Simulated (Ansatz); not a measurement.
Start from FeNi₃ in the Cu3Au type structure (space group Pm-3m, No. 221; a = 3.514 Å; ferromagnetic; relaxed with 0.1 eV smearing). Axes: x, y, z lie along the cube axes.

Computed with r2SCAN (Ansatz, a first-principles code, PAW, no spin-orbit coupling).

A first run, uniaxial strain ε_xx = −1.00 %, gives secant values C11 ≈ 310 GPa and C12 ≈ 170 GPa from its stress. A second run applies isotropic strain +2.27 %.

What does linear elasticity predict for the bulk modulus −ΔP/(ΔV/V₀) in the second run, and what does the run give?

Linear elasticity: (C11 + 2 C12)/3 = 220 GPa. The run gives 170 GPa; any difference comes from nonlinear terms at these strains and numerical noise.

Other magnetic orders, which the real material may have, were not ruled out. Whether these cells are dynamically stable was not tested.
